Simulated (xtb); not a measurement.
xtb 6.7.1, GFN1-xTB: Cl[Si](Cl)(Cl)[CH][Si](Cl)(Cl)Cl, charge 0, multiplicity 2, 10 atoms. The geometry is a generated start, not checked to be a minimum at this level.

* **run flags**: --grad
* **method**: GFN1-xTB
* **--acc**: 1 (default)
* **--etemp (K)**: 300 (default)
* **basis functions**: 86
* **valence electrons**: 55

```xyz
10

Cl     2.5409    -0.0931    -1.6840
Si     1.6160     0.4767     0.0235
Cl     2.8665     0.2278     1.5868
Cl     1.0695     2.4045    -0.1196
C      0.1349    -0.6330     0.2696
Si    -1.6624    -0.2800    -0.0955
Cl    -1.8384     0.8507    -1.7521
Cl    -2.4650     0.7049     1.4770
Cl    -2.6145    -2.0376    -0.3578
H      0.3525    -1.6210     0.6521
```

Charge 0 and multiplicity 2 are set for this test and not shown to be the ground state. GFN-xTB has no spin term: --uhf 1 sets the occupations alone.

One run each on 1 thread. Values of broydamp tried: 0.02, 0.05, 0.1, 0.2, 0.4 (default), 0.6, 0.8, 1.

### Question
Which value of broydamp needs the fewest SCC iterations, and what happens away from it?

### Answer
Fewest SCC iterations, within one of each other: 0.4 (default) with 11, 0.6 with 10. The count rises to 17 at 0.02. All converge to one solution.

| broydamp | SCC iterations | end |
|---|---|---|
| 0.02 | 17 | same solution |
| 0.05 | 16 | same solution |
| 0.1 | 15 | same solution |
| 0.2 | 12 | same solution |
| 0.4 (default) | 11 | same solution |
| 0.6 | 10 | same solution |
| 0.8 | 12 | same solution |
| 1 | 13 | same solution |
